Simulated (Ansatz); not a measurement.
CdTe (zinc blende, F-43m), quasi-harmonic lattice dynamics with Ansatz (a program for electronic structure), PBE functional, plane-wave PAW. Dynamical quadrupoles are not included in the interpolation of the phonons between the solved wave vectors. Spin-orbit coupling is not included.

```tsv
T (K)	α_L (10⁻⁶/K)	C_P (J/mol/K)	bulk modulus B_T (GPa)	γ
50	0.9	28.3	(withheld)	0.15
150	7.2	(withheld)	33.7	0.69
250	8.4	48.7	32.7	0.75
400	9.4	49.8	31.3	0.79
450	9.6	50.0	30.9	0.80
500	9.9	50.1	30.4	0.81
550	10.2	50.3	29.9	0.81
750	11.3	50.8	28.1	0.85
```

**Question.** Fill in the missing entries.

**Answer.** 
- 50, bulk modulus B_T (GPa): 34.6
- 150, C_P (J/mol/K): 46.2

No phase change or melting is allowed for: the numbers belong to this structure as given.
